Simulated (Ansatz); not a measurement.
Cell and atoms of amorphous Ti$_{20}$O$_{45}$P$_{2}$:

```xyz
67
Lattice="9.4833 0.1102 -0.1174 0.1102 9.5162 -0.0974 -0.1174 -0.0974 9.2772" Properties=species:S:1:pos:R:3 pbc="T T T"
Ti     5.5283     3.2348     5.6202
Ti     2.2748     1.7623     0.4982
Ti     2.4419     3.9651     5.0022
Ti     0.4670     6.0089     6.2664
Ti     8.6544     1.9125     9.0464
Ti     6.4732     8.3957     2.8237
Ti     3.0338     7.4474     5.2080
Ti     8.7099     3.2531     4.2356
Ti     1.6879     0.6670     6.3257
Ti     4.5682     0.9881     8.2477
Ti     7.5881     0.7777     6.2009
Ti     3.0181     9.4631     2.8221
Ti     7.3112     8.2724     8.8160
Ti     2.5845     5.8909     2.0388
Ti     4.2408     3.1587     2.2205
Ti     0.7314     5.9162    -0.0630
Ti     7.0664     4.8245     7.8737
Ti     1.7774     8.4013     8.6086
Ti     3.4711     4.2061     8.2487
Ti     6.5453     6.9597     5.6016
O      2.9743     4.3367     3.2747
O      3.2947     9.4413     7.5151
O      5.7053     9.1808     8.7435
O      2.9423     2.4366     8.1626
O      0.7867     2.7980     0.5702
O      0.4146     4.1334     5.3035
O      2.0579     5.8340     5.1320
O      0.9749     9.0357     2.9849
O      8.0287     4.3928     2.9619
O      3.8600     4.0695     6.1965
O      5.4993     1.7472     6.8052
O      6.7816     8.8357     5.6087
O      4.6257     7.0624     5.8402
O      2.6167     9.3967     0.8636
O      5.7748     4.2663     1.9384
O      1.6389     7.7086     6.7049
O      7.8510     0.4039     7.9929
O      2.7229     1.7753     2.4963
O      2.0581     2.2063     5.5423
O      9.0141     5.3788     7.6409
O      4.4540     1.9699     0.7543
O      7.9546     9.4990     3.2757
O      2.8315     9.3084     4.8082
O      7.3581     2.4176     5.1244
O      5.3261     4.4976     8.3264
O      6.8873     6.8780     7.7164
O      8.5464     6.7879     5.4163
O      7.8830     3.0617     7.8613
O      8.8457     0.4949     1.1295
O      1.9338     5.1405     7.8821
O      9.3709     0.6814     5.7744
O      6.3498     6.8760     3.7779
O      2.4498     6.9106     0.3651
O      7.5356     2.6871     1.1406
O      7.0688     7.8022     1.2368
O      4.9098     2.7866     4.0182
O      3.0489     7.2882     3.1909
O      9.3941     1.9406     3.1682
O      4.8459     9.2397     2.7519
O      3.3758     4.4121     0.9098
O      7.7482     5.1497     0.5585
O      6.5620     4.8537     5.9786
O      0.9411     0.6780     8.3526
O      0.8581     5.5642     1.7653
O      0.0352     7.5811     8.9124
P      9.1285     0.4705     2.6437
P      7.2718     4.1321     1.6103
```

Level of theory: PBE, scalar-relativistic without spin-orbit coupling (plane waves to 420 eV, PAW; Ansatz, a quantum-chemistry and plane-wave program).

Preparation: random packing, a CHGNet melt and quench, and a DFT relaxation. O atoms were pushed apart under 1.9 Å during the dynamics, to hinder bonds among them. The hot cell started wider than the set density and was brought back towards it in steps. It is the lowest in DFT energy of 2 quenches. It is a model cell: composition and starting density were chosen by hand, and all elements were melted together. No dispersion term was used. Its density started from a set value of 3.45 and ended at 3.45 g/cm³. The quench (nominally 360 K/ps over its main leg) was far faster than any real one, so the model tends to hold more defects than a real film. A cell of this size samples the disorder only roughly. The volume was held where the preparation left it and the shape relaxed, at a PBE pressure of 0.4 GPa. On a 2×2×2 Γ-centred mesh force components of up to 0.21 eV/Å stay, since the relaxation ran on the zone centre alone.

Bonds are counted up to Ti-Ti 3.12 Å, Ti-O 2.48 Å, Ti-P 2.74 Å, O-O 1.58 Å, O-P 2.08 Å, P-P 2.50 Å. Two cations that share two anions don't count as bonded, nor two that share one unless they lie closer than Ti-Ti 3.04 Å, Ti-P 2.66 Å, P-P 2.29 Å.

Problem. Give the coordination numbers, mean bond lengths and angles.

Solution. 
```json
{
 "Mean coordination of Ti by anions": "5.30 (2 with 4, 10 with 5, 8 with 6)",
 "Mean coordination of O": "2.53 (22 with 2, 22 with 3, 1 with 4)",
 "Mean coordination of P by anions": "4.00 (2 with 4)",
 "Mean Ti-O bond": "1.958 Å (spread 0.131 Å, 106 counted)",
 "Mean O-P bond": "1.548 Å (spread 0.020 Å, 8 counted)",
 "Bond angle at Ti": "mean 105.1°, spread 27.1°",
 "Bond angle at O": "mean 121.8°, spread 20.4°",
 "Bond angle at P": "mean 109.4°, spread 2.3°"
}
```

Problem. List the pairs of like atoms that count as bonded by the rules above.

Solution. There are none by these rules.
